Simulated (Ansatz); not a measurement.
The parent structure is LiF in the rock salt structure (space group Fm-3m, No. 225; a = 3.990 Å).

Calculations: r2SCAN in Ansatz (plane waves to 500 eV, PAW, scalar-relativistic without spin-orbit coupling).

Base values:

* **Volume per atom**: 7.94 Å³
* **Electron mass**: 0.88 mₑ (at Γ)

Perturbation: cell and atoms relaxed at a pressure of 30 GPa.

### Question
How does this affect the volume per atom and electron mass?

### Answer
The volume per atom shrinks by 1.66 Å³, from 7.94 Å³ to 6.28 Å³; the electron mass changes from 0.88 mₑ (at Γ) to 1.1 mₑ (at Γ).

The levels and masses belong to the bands next to the band gap. Load acts through the strain it causes; cell and atoms are relaxed under it. Effective masses come from finite differences of ±0.01 Å⁻¹. Whether these cells are dynamically stable was not tested. No other phases were tried under pressure.

Ansatz is a first-principles code.
